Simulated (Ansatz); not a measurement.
Hypothetical zinc blende NaCl: biaxial strain −2.53 %, plane normal [110], relaxed out of plane

The reference is NaCl in the zinc blende structure (space group F-43m, No. 216; a = 6.177 Å; a hypothetical phase, not in the database extracts checked). Axes: x, y, z lie along the cube axes.

Perturbation: biaxial strain −2.53 %, plane normal [110], relaxed out of plane (Cartesian); in-plane vectors clamped, the third vector and the atoms free.

Method: r2SCAN, PAW, 500 eV (Ansatz, a program for electronic structure; no spin-orbit coupling). Settings: 9×9×9 k-points, 0.05 eV Fermi–Dirac smearing.

```tsv
quantity	base	changed	shift
volume per atom	29.45 Å³	28.94 Å³	-0.515 Å³
shortest interatomic distance	2.675 Å	2.660 Å	-0.015 Å
energy relative to the base (free energy F)	0 meV/atom	+2.1 meV/atom	+2.1 meV/atom
pressure (mean of the normal stresses, compression positive)	0.00 GPa	0.28 GPa	+0.28 GPa
band gap	5.55 eV	5.50 eV	-0.05 eV
gap character	direct at Γ	direct at Γ	–
electron mass	0.48 mₑ (at Γ)	0.48 mₑ (at Γ)	–
valence-band top at Γ (three highest levels, from the VBM)	0.00, 0.00, 0.00 eV	0.00, -0.06, -0.15 eV	–
out-of-plane strain	–	+3.42 %	–
ratio −ε⊥/ε∥	–	1.35	–
mean in-plane stress (compression positive)	–	+0.4 GPa	–
```

Final structure (turned so that z lies along the plane normal):

```xyz
2
Lattice="4.2570 0.0000 0.0000 0.0000 6.0203 0.0000 2.1285 3.0101 2.2584" Properties=species:S:1:pos:R:3 pbc="T T T"
Cl     4.2570     7.4806     2.2584
Na     0.0000     0.0448     0.0000
```

Effective masses come from finite differences of ±0.01 Å⁻¹. Whether these cells are dynamically stable was not tested. Labels are those of the standard path for the cell's own space group.
